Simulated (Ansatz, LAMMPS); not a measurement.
# Ge well of 20 atomic layers along [001] in random Si0.3Ge0.7, interfaces one step of a layer

Cell 17.02 × 17.02 × 63.17 Å, Si130Ge662, 792 atoms. Prepared with LAMMPS with Tersoff's 1989 multicomponent potential (SiCGe.tersoff): minimisation. 

Level of theory: PBE, support functions at accuracy medium on the grid of 370 eV (norm-conserving potentials; Ansatz, a program for electronic structure).

Basis: localised support functions (accuracy medium) on a full density matrix. k-points: zone centre alone; occupations: Fermi-Dirac, 0.010 eV; spin polarisation not allowed. Spin-orbit coupling is left out.

```json
{
 "electronic_character_of_the_cell": "no gap resolved at this smearing",
 "coordination (neighbours within 2.967 Å)": "100.0 % 4-fold",
 "Ge-Ge bonds, mean ± spread": "2.482 ± 0.006 Å",
 "Ge-Si bonds, mean ± spread": "2.438 ± 0.007 Å",
 "Si-Si bonds, mean ± spread": "2.389 ± 0.008 Å",
 "bond angles, mean ± spread": "109.5° ± 1.1°",
 "pressure": "0.36 GPa",
 "cost_of_the_final_run": "roughly 40 core-minutes, 12 SCF iterations, 16 GiB"
}
```
